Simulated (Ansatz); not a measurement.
Amorphous In$_{9}$Ga$_{9}$Zn$_{9}$O$_{38}$Si, 66 atoms at 5.71 g/cm³, one PBE-relaxed geometry, zone centre. Methods: PBE, scalar-relativistic without spin-orbit coupling (Ansatz, a quantum-chemistry and plane-wave program); r2SCAN, scalar-relativistic without spin-orbit coupling (Ansatz); HSE06, scalar-relativistic without spin-orbit coupling (Ansatz). Plane waves to 420 eV (r2SCAN 500 eV); exact exchange is cut at the cell's faces. At PBE the levels at the filled edge of the gap are localised (band-tail or defect states). All rungs ran without spin polarisation.

Preparation: random packing, a CHGNet melt and quench, and a DFT relaxation. O atoms were pushed apart under 1.9 Å during the dynamics, to hinder bonds among them. The hot cell started wider than the set density and was brought back towards it in steps. It is the lowest in DFT energy of 2 quenches. It is a model cell: composition and starting density were chosen by hand, and all elements were melted together. No dispersion term was used. Its density started from a set value of 5.71 and ended at 5.71 g/cm³. The simulated quench (nominally 210 K/ps over its main leg) is rapid and tends to freeze in more defects than a deposited or slowly cooled glass has. A cell of this size samples the disorder only roughly. The volume was held where the preparation left it, at a PBE pressure of -0.8 GPa (tension). Stress components on the final sampling reach 2.2 GPa.

The relaxation ran on the zone centre alone. At PBE the level gap is 0.70 eV on a 2×2×2 Γ-centred mesh, and the spacing at the zone centre alone 0.71 eV.

**Question.** What zone-centre spacing does r2SCAN give, roughly?

**Answer.** 1.19 eV (+0.48 eV against PBE).

**Question.** What zone-centre spacing does HSE06 give, roughly?

**Answer.** 2.27 eV (+1.56 eV against PBE).

The highest filled and the lowest empty state spread over these numbers of atoms (participation numbers): PBE: 5.3 and 57.6; r2SCAN: 5.1 and 56.3; HSE06: 4.9 and 55.5.
